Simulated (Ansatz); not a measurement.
By hand: formation energy of WSi2 (I4/mmm) from the elements

Consider the formation energy of WSi2 (I4/mmm) from the elements. Reaction: 2 Si (diamond) + W (bcc) → WSi2 (I4/mmm). The sign is products less reactants. The value is per atom of the solid.

WSi2 (I4/mmm), 3 atoms in the cell; spin state with PBE: run without spin. Conventional cell: a = 3.2290 Å, b = 3.2290 Å, c = 7.8694 Å, α = 90.00°, β = 90.00°, γ = 90.00°.

Ansatz (an electronic-structure program) with PAW potentials; structures come from PBE relaxations, nuclei static, no net charge. Ansatz runs with its PAW set soft_1. A dispersion term (D3(BJ), or D4 for r2SCAN) was computed beside these levels and is taken off wherever the name lacks it. Spin-orbit coupling is left out.

Total energies of the cells in eV, at zero smearing width. They compare only within one column; the weights balance every element.

```csv
cell,atoms,weight,PBE
WSi2 (I4/mmm),3,+1,-11658.55634
Si (diamond),2,−1,-1271.62301
W (bcc),1,−1,-10385.92113
```

PBE: (-11658.55634) − (-1271.62301) − (-10385.92113) = -1.012 eV; dividing by 3 atoms gives -0.34 eV/atom.

What follows from the PBE value: A formula unit of WSi2 has 3 atoms, so it forms with -0.3374 × 3 = -1.012 eV, or -97.6 kJ/mol at 96.485 kJ/mol per eV.
